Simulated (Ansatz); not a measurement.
An Ansatz (a program for electronic structure) run: SiC with a change (pressure 18 GPa); plane-wave PAW DFT at the PBEsol level (Ansatz, 420 eV), no spin-orbit coupling, earlier PAW set.

Input:

Ansatz 0.2 input:
```yaml
crystal:
  lattice:
    - [3.0399516665, 0, 0]
    - [-1.5199758332, 2.6326753695, 0]
    - [0, 0, 9.9494025176]
  atoms:
    - { symbol: Si, position: [0, 0, 0.0003383488] }
    - { symbol: Si, position: [0, 0, 0.5003383488] }
    - { symbol: Si, position: [0.6666666667, 0.3333333333, 0.7502184732] }
    - { symbol: Si, position: [0.3333333333, 0.6666666667, 0.2502184732] }
    - { symbol: C, position: [0, 0, 0.8128501157] }
    - { symbol: C, position: [0, 0, 0.3128501157] }
    - { symbol: C, position: [0.6666666667, 0.3333333333, 0.5622230624] }
    - { symbol: C, position: [0.3333333333, 0.6666666667, 0.0622230624] }
basis: { ecutwfc: 420, ecutrho_ratio: 4, xc_grid: 2, fft_grid_basis: typed }
kpoints: { mp_grid: { grid: [12, 12, 4] } }
hamiltonian:
  xc: pbesol
  dispersion: none
  pseudopotentials: { azcp: { folder: ./paw }, kind: paw }
scf: { occupations: { method: fermi_dirac, width: 0.05 } }
relax: { f_tol: 0.01, max_steps: 60, cell: { stress_tol: 0.02, p_target: 18.0 } }
output: { forces: true, stress: true }
checkpoint: { write: state.ck, write_every: 1000 }
```

Output (explanatory and most iteration lines left out):

```
Relaxation: its limit of steps is 60 (relax.max_steps)
Pseudopotential: Si, paw, valence charge 4
Pseudopotential: C, paw, valence charge 4
Crystal: 8 atoms, lattice volume = 79.627 Å³
Basis set: ecut = 420 eV, 1557 PW (Γ), exchange–correlation on 48×48×144 points (8 copies of the dense FFT grid, shifted against one another)
Bands: 24, of which v1, the nominal top of the filled ones, is band 16 counted from 1 (15 counted from 0)
Symmetry: 12 space group operations
Space group: P63mc (ITA 186), of the structure as read, at distance tolerance 4.3e-5 Å
k-points: 57 of 576 (time reversal used)
Functional: x = pbesol(κ = 0.804, μ = 0.12345679012345678), c = pbesol(β = 0.046)
SCF iter   1: F=—  HF=-3480.916470 eV  |F-HF|=—  |Δ(HF+E_count)|=         —  Δρ=1.41e-1  dr2=1.89e1  ethr=3.10e-3  ⟨swp⟩=6.6  Hψ=7940  notcnv=0  defer=4
SCF iter   2: F=—  HF=-3474.921375 eV  |F-HF|=—  |Δ(HF+E_count)|=    6.00e0  Δρ=3.47e-2  dr2=6.61e-1  ethr=3.10e-3  ⟨swp⟩=4.0  Hψ=3549  notcnv=0  defer=176
SCF 1 converged in 8 iterations: F = -3474.765664 eV  dr2 = 7.17e-9
relax step   1: F+E_penalty+E_count = -3474.76566353 eV  Δ(F+E_penalty+E_count) = +0.000e0 eV  max|allowed force component| = 7.152e-5 eV/Å  Δτ_max = 0.0000 Å  P = +9.000 GPa  Ω = 79.627 Å³  (8 SCF iters, dr2 threshold 1.00e-7 eV, accepted)
[... steps on the carried basis left out ...]
relax step   9: F+E_penalty+E_count = -3474.54984313 eV  Δ(F+E_penalty+E_count) = +1.123e-5 eV  max|allowed force component| = 7.573e-6 eV/Å  Δτ_max = 0.0000 Å  P = +18.000 GPa  Ω = 77.044 Å³  stress off target by 8.63e-4 GPa  SCF on the basis re-selected at this cell (its energy is not comparable with the rows above)  (9 SCF iters)
SCF converged after 9 iterations
Free energy (F): -3474.549843 eV
Internal energy: -3474.549843 eV  (E = F + TS)
E sigma→0 (E₀):  -3474.549843 eV
Fermi energy:    11.505319 eV
--- Forces (eV/Å), atoms counted from 1 ---
  atom   1  Si     0.00000000     0.00000000     0.00000467
  atom   2  Si    -0.00000000    -0.00000000     0.00000467
  atom   3  Si     0.00000000     0.00000000    -0.00000774
  atom   4  Si    -0.00000000    -0.00000000    -0.00000774
  atom   5  C     -0.00000000    -0.00000000     0.00000300
  atom   6  C      0.00000000     0.00000000     0.00000300
  atom   7  C      0.00000000    -0.00000000    -0.00000060
  atom   8  C     -0.00000000     0.00000000    -0.00000060
--- Stress (GPa, compression-positive) ---
       17.999137       0.000000      -0.000000
        0.000000      17.999137      -0.000000
       -0.000000      -0.000000      18.000393
  P = ⅓ Tr σ = 17.9996 GPa (179.996 kbar)
--- Relaxed structure (7 steps of the walk, 6 accepted, 2 SCFs on fresh bases) ---
  cell:  # Å, volume = 77.0437 Å³
    - [3.0069083188689523, -2.8553725198528506e-11, -2.4563885597875956e-18]
    - [-1.503454159409748, 2.604058991005549, 9.279691920719592e-19]
    - [-8.039469439646347e-18, -1.1346101684413035e-18, 9.839339604284486]
  atoms:
    - { symbol: Si, position: [2.7046173489354074e-21, 2.825836697625343e-32, 0.0003606786873332232] }
    - { symbol: Si, position: [2.7046173489409715e-21, 3.0911175607415135e-32, 0.5003606786873331] }
    - { symbol: Si, position: [0.6666666666666667, 0.33333333333333337, 0.7501987937742611] }
    - { symbol: Si, position: [0.3333333333333333, 0.6666666666666669, 0.25019879377426113] }
    - { symbol: C, position: [-6.914168408674239e-22, -8.859277744181285e-33, 0.8128444072177398] }
    - { symbol: C, position: [-6.914168408601054e-22, -6.355568816477878e-33, 0.3128444072177399] }
    - { symbol: C, position: [0.6666666666666667, 0.33333333333333337, 0.5622261204206657] }
    - { symbol: C, position: [0.3333333333333333, 0.6666666666666669, 0.062226120420665734] }
```

Load acts through the strain it causes; cell and atoms are relaxed under it. No phonon test of stability was made. No other phases were tried under pressure. The cell was made from SiC (space group P6_3mc, No. 186) by this change: pressure 18 GPa.
